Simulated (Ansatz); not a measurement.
## SrO: isotropic strain −1.00 %

Consider SrO in the rock salt structure (space group Fm-3m, No. 225; a = 5.1949 Å).

Perturbation: an isotropic linear strain of −1.00 %, atoms relaxed at fixed cell.

All numbers come from PBE (Ansatz, a program for electronic structure, PAW, no spin-orbit coupling). Γ-centred 11×11×11 mesh, Fermi–Dirac width 0.05 eV.

The volume per atom drops by 0.52 Å³ (17.52 Å³ → 17.00 Å³) and the space group is still Fm-3m (No. 225). The shortest interatomic distance drops by 0.026 Å, from 2.597 Å to 2.571 Å and the energy grows by 4.3 meV/atom. The pressure goes from zero to 2.73 GPa and the band gap falls by 0.013 eV (3.33 eV → 3.31 eV). The gap character is still indirect, Γ → X and the smallest direct gap falls by 0.03 eV (3.42 eV → 3.39 eV). The mean gap deformation potential ΔEg/Δln V is +0.4 eV and the width of the top valence band grows by 0.055 eV, from 1.05 eV to 1.11 eV. The electron mass becomes 1.2 mₑ along k, 0.40 mₑ across (at X) (base: 1.2 mₑ along k, 0.41 mₑ across (at X)) and the valley order (the lowest conduction-band minima on the path, energy above the VBM, named in the base's zone) becomes X along ⟨100⟩ 3.31 eV; Γ 4.00 eV (base: X along ⟨100⟩ 3.33 eV; Γ 3.79 eV).

Final structure:

```yaml
crystal:
  lattice:
    - [0.00000, 2.57148, 2.57148]
    - [2.57148, 0.00000, 2.57148]
    - [2.57148, 2.57148, 0.00000]
  atoms:
    - { symbol: Sr, position: [0.00000, 0.00000, 0.00000] }
    - { symbol: O, position: [0.50000, 0.50000, 0.50000] }
```

Effective masses come from finite differences of ±0.01 Å⁻¹. Along k means along the line from Γ to the band edge. Stability against distortions was not tested.
